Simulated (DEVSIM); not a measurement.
Structure: abrupt Si p-n junction, at 250 K.

Layer 1 from the left is Si, thickness (μm) 0.160, Na (cm⁻³) 4.8e15, τn (s) 2.4e-5, τp (s) 2.4e-5. Layer 2 from the left is Si, thickness (μm) 25.0, Nd (cm⁻³) 1.1e15, τn (s) 2.4e-5, τp (s) 2.4e-5.

Left contact: ohmic. Right contact: ohmic. Voltage is applied to the left contact. Recombination: SRH at mid-gap, radiative. Gap narrowing is on: ΔEg = 6.92 meV × (l + √(l² + 0.5)), l = ln(N/1.3e17 cm⁻³), shared equally by both band edges. Mobility is μmin + (μ − μmin)/(1 + (N/Nref)^α).

Constants are typed, rounded textbook-type inputs, not results; the design itself was drawn at random and stands for no fabricated device. Values at 300 K; Nc and Nv go as T^1.5, mobilities as T to minus their exponent, the gap by Varshni's rule with the affinity fixed.

Si: gap (eV) 1.124, affinity (eV) 4.05, permittivity 11.7, Nc (cm⁻³) 2.86e19, Nv (cm⁻³) 3.1e19, μn (cm²/Vs) 1417, μp (cm²/Vs) 470, μn,min 52, μp,min 45, Nref,n 9.7e16, Nref,p 2.2e17, αn 0.68, αp 0.72, T exponent of μn 2.3, T exponent of μp 2.2, B (cm³/s) 4.7e-15, Varshni α (eV/K) 0.000473, Varshni β (K) 636.

Model (solved in DEVSIM): 1D drift-diffusion, Boltzmann statistics, complete ionisation; no tunnelling, impact ionisation, image-force lowering or self-heating.

**Question.** What does the simulation give for the potential step across the device at zero bias, the largest field in the device at zero bias, the dark forward voltage at 1 A/cm²?

**Answer.** potential step across the device at zero bias 0.739 V; largest field in the device at zero bias 14000 V/cm; dark forward voltage at 1 A/cm² 0.606 V.
